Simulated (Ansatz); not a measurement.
The parent structure is Al₂O₃ in the corundum structure (space group R-3c, No. 167; a = 4.8088 Å, c = 13.1238 Å (hexagonal axes)).

The values are results of Ansatz (a quantum-chemistry and plane-wave program) PBE, scalar-relativistic without spin-orbit coupling, not measurements.

Before the change:

The band gap comes out as 5.85 eV. The valence-band top at Γ is 0.00, -0.03, -0.03 eV and the c/a ratio is 2.729.

The change: a hydrostatic pressure of 30 GPa.

Estimate the effect on the band gap, valence-band top at Γ and c/a ratio.

The band gap increases by 1.30 eV (5.85 eV → 7.15 eV); the valence-band top at Γ (three highest levels, from the VBM) goes from 0.00, -0.03, -0.03 eV to 0.00, -0.11, -0.11 eV; the c/a ratio shrinks by 0.011, from 2.729 to 2.718.

Load acts through the strain it causes; cell and atoms are relaxed under it. No phonon test of stability was made. Competing high-pressure phases were not computed.
